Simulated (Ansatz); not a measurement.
Consider a periodic stack without vacuum, hcp Mg (1 0 0) on 4H silicon carbide (0 0 1) (film strained to the substrate, started from cuts of the bulks and a machine-learned relaxation; slabs Si16C16 and Mg8, which can lie off the formulas): substrate slab Si16C16, film Mg8, surface cells [[-1, 1], [-1, -1]] and [[0, 1], [-1, 0]], film strained by -3.3 and +3.5 %, outermost planes Si/C and Mg/Mg as cut, which need not be the usual terminations and can put a slab off its formula. Its start:

```xyz
40
Lattice="5.3591 0.0000 0.0476 0.0000 3.0941 0.0062 2.7613 -1.3508 31.5030" Properties=species:S:1:pos:R:3 pbc="T T T"
Si     2.6596     1.6106     0.7837
Si     6.0838     0.0686     0.7645
Si     2.9284     1.5939     5.7667
Si     5.5945     0.0467     5.7789
Si     2.0788     0.0647     3.2555
Si     4.7623     1.6119     3.2265
Si     3.7797     0.0373     8.3016
Si     1.0985     1.5844     8.2768
C      2.9937     1.6149     2.6077
C      5.6490     0.0666     2.5942
C      2.8935     1.5858     7.6554
C      5.5702     0.0388     7.6706
C      2.0347     0.0488     5.1192
C      4.7192     1.5959     5.1187
C      3.7664     0.0354    10.1929
C      1.0865     1.5825    10.1696
Si     2.8673     1.5813    10.8254
Si     5.5479     0.0343    10.8461
Si     2.8606     1.5802    15.9013
Si     5.5422     0.0330    15.9349
Si     1.9684     0.0331    13.3497
Si     4.6491     1.5801    13.3799
Si     3.7395     0.0301    18.4955
Si     6.4311     1.5771    18.5394
C      2.8664     1.5813    12.7138
C      5.5450     0.0341    12.7345
C      2.8557     1.5784    17.7585
C      5.5399     0.0314    17.7985
C      1.9712     0.0343    15.2330
C      4.6562     1.5812    15.2645
C      3.7099     0.0278    20.3053
C      6.4339     1.5744    20.3540
Mg     4.6133     1.5728    21.3485
Mg     1.9401     0.0255    21.3896
Mg     5.1086     0.0133    24.1461
Mg     2.4010     1.5606    24.6513
Mg     4.7525     1.5351    26.8106
Mg     2.0088    -0.0145    27.5050
Mg     4.3704    -0.0961    29.5527
Mg     7.0073     1.4233    30.4356
```

The start was prepared with a machine-learned potential, and the result is one local minimum, with the in-plane cell held and forces under 0.04 eV/Å; the film can end far from its bulk form.

Computed with PBE (plane waves to 420 eV, PAW; Ansatz, a program for electronic structure). Spin–orbit coupling is left out; the runs are not spin-polarised; PBE gaps are too small against experiment. Its k-point mesh 5×8×1, Fermi–Dirac width 0.05 eV.

Task: Predict the relaxed interface.

Result: The interface area comes out as 16.6 Å² and the period comes out as 31.54 Å. The heights between the nearest atoms of the two slabs at the two interfaces comes out as 1.20 and 1.89 Å. The C–Mg contacts across the interfaces within 1.22 times the sum of covalent radii is 6, mean 2.32 Å, the Mg–Si contacts across the interfaces within 1.22 times the sum of covalent radii is 3, mean 2.80 Å and the estimate of the barrier is withheld, since the two interfaces are unlike.
